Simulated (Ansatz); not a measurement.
The parent structure is Mo$_{3}$Si in the A15 (Cr3Si type) structure (space group Pm-3n, No. 223; a = 4.885 Å). Axes: x, y, z lie along the cube axes.

Calculations: r2SCAN, PAW, 500 eV (Ansatz, a program for electronic structure; scalar-relativistic without spin-orbit coupling), earlier PAW set.

Strains are applied to the cell and any free atomic positions relax; under biaxial strain the out-of-plane vector relaxes too.

One change was made to it. Results:

The energy increases by 8.1 meV/atom; the pressure (mean of the normal stresses, compression positive) goes from zero to -4.8 GPa; the shortest interatomic distance shrinks by 0.002 Å to 2.440 Å.

Task: Name the change that was made.
(A) uniaxial strain ε_yy = +1.95 %
(B) uniaxial strain ε_yy = −0.14 %
(C) biaxial strain −0.67 %, plane normal [001], relaxed out of plane
(D) biaxial strain +0.78 %, plane normal [110], relaxed out of plane
(E) strain tensor (xx, yy, zz, yz, xz, xy) = (+0.64, −0.08, −0.33, +0.55, +0.40, −0.35) %

Result: A, uniaxial strain ε_yy = +1.95 %. For comparison, the energy relative to the base in the other runs: biaxial strain +0.78 %, plane normal [110], relaxed out of plane gives +2.6 meV/atom; uniaxial strain ε_yy = −0.14 % gives 0.0 meV/atom; biaxial strain −0.67 %, plane normal [001], relaxed out of plane gives +2.3 meV/atom; strain tensor (xx, yy, zz, yz, xz, xy) = (+0.64, −0.08, −0.33, +0.55, +0.40, −0.35) % gives +2.1 meV/atom.

Without a gap, meshes like the base's 10×10×10 leave anisotropic stresses uncertain by several tenths of a GPa, and small strain energies with them. Stability against distortions was not tested. The final runs are not spin-polarised.
